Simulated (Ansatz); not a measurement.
# A computed series for InP: response to strain

Take InP in the zinc blende structure (space group F-43m, No. 216; a = 5.878 Å) as the base. Axes: x, y, z lie along the cube axes.

Strains are applied to the cell and any free atomic positions relax; under biaxial strain the out-of-plane vector relaxes too.

Method: PBEsol, PAW, 420 eV (Ansatz, a quantum-chemistry and plane-wave program; without spin-orbit coupling).

```csv
"biaxial strain, plane normal [001], relaxed out of plane (%)",out-of-plane strain (%)
-3,3.27
-2.5,2.73
-2,2.19
-1.5,?
-1,1.11
-0.5,0.55
0,0.00
```

Question: Fit ε⊥ = −νε + γε² (strains in %) to the rows shown and predict the withheld row.

Answer: Least squares on the printed values gives ν = 1.11 (the biaxial Poisson response) and γ = -0.007 (largest residual 0.01 %); this predicts 1.65 %, and the run gives 1.65 %, in agreement.

Stability against distortions was not tested.
